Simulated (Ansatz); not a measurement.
# A computed series for CdSe: pressure series

The parent structure is CdSe in the zinc blende structure (space group F-43m, No. 216).

```
CELL_PARAMETERS angstrom
      0.00000     3.04079     3.04079
      3.04079     0.00000     3.04079
      3.04079     3.04079     0.00000
ATOMIC_POSITIONS crystal
  Cd 0.00000 0.00000 0.00000
  Se 0.25000 0.25000 0.25000
```

Cell and atoms are relaxed at each pressure.

All numbers come from PBEsol (Ansatz, an electronic-structure program), spin-orbit coupling left out.

Before the change:

The band gap is 0.48 eV.

Q: The aim is a band gap between 0.58 eV and 0.65 eV. Which of these changes reaches it?
(A) pressure 4.5 GPa
(B) pressure 30 GPa
(C) pressure 9 GPa
(D) pressure −1 GPa
(E) pressure 15 GPa

A: A, pressure 4.5 GPa. It gives 0.62 eV; pressure 9 GPa gives 0.72 eV; pressure 30 GPa gives 0.99 eV; pressure −1 GPa gives 0.44 eV; pressure 15 GPa gives 0.82 eV. Changes not listed may reach it too

Load acts through the strain it causes; cell and atoms are relaxed under it. No phonon test of stability was made. Tetrahedral semiconductors of this kind turn to denser phases somewhere between about 1 and 50 GPa; those were not computed, so compressed cells here can lie past the real transition.
